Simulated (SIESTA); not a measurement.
Band structure of Cd3Pt (I4/mmm, 4 atoms in the cell).

```
Cd3Pt
1.0
   -2.07600     2.07600     4.31568
    2.07600    -2.07600     4.31568
    2.07600     2.07600    -4.31568
Cd Pt
3 1
Direct
  0.75000   0.25000   0.50000
  0.25000   0.75000   0.50000
  0.50000   0.50000   0.00000
  0.00000   0.00000   0.00000
```

Method: LDA PW92, numerical atomic orbitals DZP, PseudoDojo LDA standard norm-conserving potentials (rewritten from UPF to PSML) (SIESTA).

Settings: XC.functional = LDA; XC.authors = PW92; potentials = PseudoDojo LDA standard; PAO.BasisSize = DZP; PAO.EnergyShift = 0.01 Ry; MeshCutoff = 350 Ry; kgrid.MonkhorstPack = 9 9 9; OccupationFunction = FD; ElectronicTemperature = 1160.45 K; MaxSCFIterations = 150; SCF.Mixer.Method = Broyden; SCF.Mixer.Weight = 0.1; SCF.Mixer.History = 8; SCF.DM.Tolerance = 1.0E-05.

The starting cell comes from a database of computed structures (which also holds hypothetical and non-ambient phases and stackings), without a prior relaxation at this level. Spin-orbit coupling is off. Spin polarisation is off. Values carry the incompleteness of an atom-centred basis.

Levels in eV from the Fermi level, bands 36 to 41:
```tsv
point	36	37	38	39	40	41
Γ	-2.88	-2.02	-0.73	3.59	3.68	3.68
X	-2.73	-2.35	-2.06	-1.79	-1.25	1.13
Y	-2.77	-2.66	-2.11	-1.88	-0.88	2.43
S	-2.42	-2.40	-2.05	-2.05	2.65	4.12
Z	-2.27	-2.27	-2.04	-0.13	-0.13	4.33
S1	-2.42	-2.40	-2.05	-2.05	2.65	4.12
N	-2.53	-2.45	-2.03	-0.68	0.79	4.54
P	-2.42	-2.42	-2.06	-1.45	-1.05	2.12
Y1	-2.77	-2.66	-2.11	-1.88	-0.88	2.43
```

Bands cross the Fermi level along this path, so the cell is metallic at this level.

Higher empty bands are left out: an atom-centred basis made for the valence describes them poorly.
